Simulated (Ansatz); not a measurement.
Data:

```
GaN
1.0
    3.23768     0.00000     0.00000
   -1.61884     2.80391     0.00000
    0.00000     0.00000     5.27466
Ga N
2 2
Direct
  0.33333   0.66667   0.00014
  0.66667   0.33333   0.50014
  0.33333   0.66667   0.37686
  0.66667   0.33333   0.87686
```

No spin polarisation.

Computed with PBE in Ansatz (plane waves to 420 eV, PAW, no spin-orbit coupling). Γ-centred 12×12×6 mesh, Fermi–Dirac width 0.05 eV.

Q: Predict the pressure, width of the top valence band, band gap and gap character.

A: The pressure (mean of the normal stresses, compression positive) is -2.97 GPa and the width of the top valence band comes out as 2.61 eV. The band gap is 1.59 eV and the gap character is direct at Γ.

The cells carry an imposed strain or load. Whether these cells are dynamically stable was not tested. The cell was made from GaN in the wurtzite structure (space group P6_3mc, No. 186) by this change: isotropic strain +0.60 %.

Ansatz is a program for electronic structure.
